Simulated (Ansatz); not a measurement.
Consider MgSe in the rock salt structure (space group Fm-3m, No. 225; a = 5.449 Å).

The values are results of DFT with PBEsol, PAW potentials and a 420 eV plane-wave cutoff in Ansatz (a program for electronic structure), no SOC, earlier PAW set, not measurements.

Before the change:

| Property | Result |
|---|---|
| Volume per atom | 20.23 Å³ |
| Magnetic state | not spin-polarised |

It is then changed as follows: every Mg is replaced by Ho; the structure is relaxed again.

How does this affect the volume per atom?

The volume per atom goes up by 3.56 Å³ to 23.79 Å³.

What does the calculation give for the magnetic state after the change?

The magnetic state goes from not spin-polarised to ferromagnetic.

The magnetic state is the one reached from the starting moments; the real material's order can differ, and small cells can't hold many antiferromagnetic ones. Open 4f shells without U are poorly described, and the f state was not checked. Stability against distortions was not tested.
